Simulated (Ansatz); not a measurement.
Consider the following.

```yaml
crystal:
  lattice:
    - [-2.75084, 2.75084, 4.30231]
    - [2.75084, -2.75084, 4.30231]
    - [2.75084, 2.75084, -4.30231]
  atoms:
    - { symbol: Si, position: [0.75000, 0.25000, 0.50000] }
    - { symbol: Si, position: [0.00000, 0.00000, 0.00000] }
    - { symbol: S, position: [0.10023, 0.12500, 0.47523] }
    - { symbol: S, position: [0.87500, 0.35023, 0.97523] }
    - { symbol: S, position: [0.64977, 0.62500, 0.52477] }
    - { symbol: S, position: [0.37500, 0.89977, 0.02477] }
```

Method: PBEsol, rigid bands (plane waves, PAW, scalar-relativistic; Ansatz, a program for electronic structure). Cell: cell and atoms relaxed with PBEsol.

What conductivity effective mass do dilute holes have at 300 K?

1.25 (x), 1.25 (y), 1.28 (z) mₑ.

Predict the electron conductivity mass (n e² τ/σ) at 300 K, by direction if it differs.

0.63 (x), 0.63 (y), 0.38 (z) mₑ.

And the band gap?

2.90 eV at this level; semilocal functionals usually fall short of the measured gap.

Rigid bands, one relaxation time for all states, no polarons. Spin-orbit coupling is left out; where it splits the top of the valence band it changes the hole mass and lowers the gap by about a third of the splitting.

Formula and space group known from diffraction (Crystallography Open Database), not checked to be the room-temperature form: SiS2 (I-42d).
